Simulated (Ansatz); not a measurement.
The starting structures come from a database of crystals and need not be the phases stable at ambient conditions.

 Where the default PAW files enter, the runs use the earlier of Ansatz's two default sets.

Inside the gap of an insulator the Bloch states are evanescent, with a wavenumber k + iκ along the transport direction.

Input:

```
CELL_PARAMETERS angstrom
      3.35673     0.00000     0.00000
      1.67836     6.00078     0.00000
      1.67837     0.46942     2.86886
ATOMIC_POSITIONS crystal
  Sr 0.00000 0.00000 0.00000
  Hf 0.50000 0.50000 0.50000
  N  0.23263 0.30211 0.23263
  N  0.76737 0.69789 0.76737
```

Space group of this cell: R-3m. The cell is taken as given; by r2SCAN its mean pressure is -2.0 GPa.

Transport runs along the normal of the first two printed cell vectors, the (101) plane of the conventional cell.

The gap is the functional's own, uncorrected, and κ follows it; spin-orbit coupling is left out. Mid-gap values are interpolated between the computed energies.

Predict the band gap and the smallest decay constant κ at mid-gap from r2SCAN run with Ansatz (a quantum-chemistry and plane-wave program).

Gap 0.65 eV on a 10×10×10 mesh; κ = 0.124 1/Å, at (0.500, 0.000) of the in-plane reciprocal vectors. At the zone centre, at the nearest computed energy, the slowest state has κ = 0.13 1/Å.
